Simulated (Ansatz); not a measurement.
A self-consistent single point of Sc3SnB (P4mm, 5 atoms in the cell) with Ansatz (a first-principles code).

Method: PBEsol, default PAW files made with PBE (plane waves; Ansatz).

```
CELL_PARAMETERS angstrom
      4.64001     0.00000     0.00000
      0.00000     4.64001     0.00000
      0.00000     0.00000     4.64001
ATOMIC_POSITIONS crystal
  Sc 0.50000 0.00000 0.50000
  Sc 0.01078 0.50000 0.50000
  Sc 0.50000 0.50000 0.00000
  Sn 0.00000 0.00000 0.00000
  B  0.50000 0.50000 0.50000
```

Reference input (self-consistent single point, DFT, PBEsol, plane waves, default PAW files made with PBE): basis.ecutwfc = 420 eV; kpoints.mp_grid.grid = 7 7 7; hamiltonian.xc = pbesol; hamiltonian.pseudopotentials = {kind: paw} (the program's default PAW files); scf.occupations.method = fermi_dirac; scf.occupations.width = 0.1 eV. This run's input differs from it in these lines:

Ansatz 0.2 input:
```diff
@@ -16,3 +16,3 @@
   mp_grid:
-    grid: [7, 7, 7]
+    grid: [12, 12, 12]
 hamiltonian:
@@ -23,4 +23,4 @@
   occupations:
-    method: fermi_dirac
-    width: 0.1 eV
+    method: methfessel_paxton
+    width: 0.5 eV
 output:
```

The program printed (abridged):

```
SCF iter   1: F=—  HF=-12439.709255 eV  |F-HF|=—  |Δ(HF+E_count)|=         —  Δρ=4.01e-3  dr2=1.97e-2  ethr=1.77e-3  ⟨swp⟩=4.8  Hψ=25085  notcnv=0
all-band conjugate gradients solve this SCF's bands
preconditioner: auto → Kerker (q_TF=auto, 2.431 Å⁻¹)
SCF iter   2: F=—  HF=-12439.703935 eV  |F-HF|=—  |Δ(HF+E_count)|=   5.32e-3  S|Δr|=    0.00e0  Δρ=1.83e-3  dr2=4.40e-3  ethr=3.93e-5  ⟨swp⟩=2.6  Hψ=10151  notcnv=0
   [... lines left out ...]
SCF iter   5: F=—  HF=-12439.702612 eV  |F-HF|=—  |Δ(HF+E_count)|=   1.02e-6  S|Δr|=    0.00e0  Δρ=2.11e-5  dr2=6.75e-7  ethr=1.10e-8  ⟨swp⟩=2.4  Hψ=9086  notcnv=0
SCF iter   6: F=—  HF=-12439.702612 eV  |F-HF|=—  |Δ(HF+E_count)|=   9.16e-8  S|Δr|=    0.00e0  Δρ=1.06e-5  dr2=1.70e-7  ethr=2.00e-10  ⟨swp⟩=7.0  Hψ=26097  notcnv=0
SCF iter   7: F=-12439.702612 eV  HF=-12439.702612 eV  |F-HF|=1.70e-9  |Δ(HF+E_count)|=   2.89e-8  S|Δr|=    0.00e0  Δρ=1.89e-6  dr2=4.31e-9  ethr=2.00e-10  ⟨swp⟩=4.9  Hψ=21336  notcnv=0
SCF 1 converged in 7 iterations: F = -12439.702612 eV  dr2 = 4.31e-9
Stability not checked (fill_not_monotonic)
Free energy (F): -12439.702612 eV
Internal energy: -12439.788479 eV  (E = F + TS)
E sigma→0 (E₀):  -12439.724078 eV
Entropy (-TS):   0.085867 eV (17.173 meV/atom)
Fermi energy:    10.194191 eV
--- Forces (eV/Å), atoms counted from 1 ---
  atom   1  Sc     0.10443524     0.00000000     0.00000000
  atom   2  Sc    -0.50415467     0.00000000     0.00000000
  atom   3  Sc     0.10443524    -0.00000000     0.00000000
  atom   4  Sn     0.02713029     0.00000000     0.00000000
  atom   5  B      0.26815297     0.00000000     0.00000000
--- Stress (GPa, compression-positive) ---
       -1.971456      -0.000000       0.000000
       -0.000000      -2.122411       0.000000
        0.000000       0.000000      -2.122411
  P = ⅓ Tr σ = -2.0721 GPa (-20.721 kbar)
  The stress holds the Pulay correction. Without it, at fixed plane waves, as pw.x and ABINIT print it: P = -2.1080 GPa
```

The run converged in 7 iterations. Against the reference run the free energy rises by 9.6 meV/atom, the pressure hardly changes (-2.01 to -2.07 GPa) and the largest force hardly changes (0.507 to 0.504 eV/Å).

The starting cell comes from a database of computed structures (which also holds hypothetical and non-ambient phases and stackings), without a prior relaxation at this level. Its lattice was rescaled by up to half a per cent. One atom was moved a little off its site on purpose. Ansatz's pressure includes its estimate of the finite-basis (Pulay) stress.

Cost on one core of a shared machine: roughly 60 s.
